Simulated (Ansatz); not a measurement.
The starting structures come from a database of crystals and need not be the phases stable at ambient conditions.

 Where the default PAW files enter, the runs use the earlier of Ansatz's two default sets.

Given:

```
CELL_PARAMETERS angstrom
      4.19533     0.00000     0.00000
      2.09766     3.63326     0.00000
      2.09766     1.21109     3.42761
ATOMIC_POSITIONS crystal
  Pb 0.97800 0.97800 0.06600
  S  0.47761 0.47761 0.56718
```

Space group of this cell: R3m, rock salt. The cell was relaxed by PBE-D3(BJ); by r2SCAN its mean pressure is 1.2 GPa.

Transport runs along the normal of the first two printed cell vectors, the (001) plane of the conventional cell.

The gap is the functional's own. No spin-orbit coupling. Mid-gap values are interpolated on the energy grid.

### Question
Predict the band gap and the smallest decay constant κ at mid-gap from r2SCAN run with Ansatz (a first-principles code).

### Answer
Gap 0.62 eV on a 10×10×10 mesh; κ = 0.087 1/Å, at the zone centre.
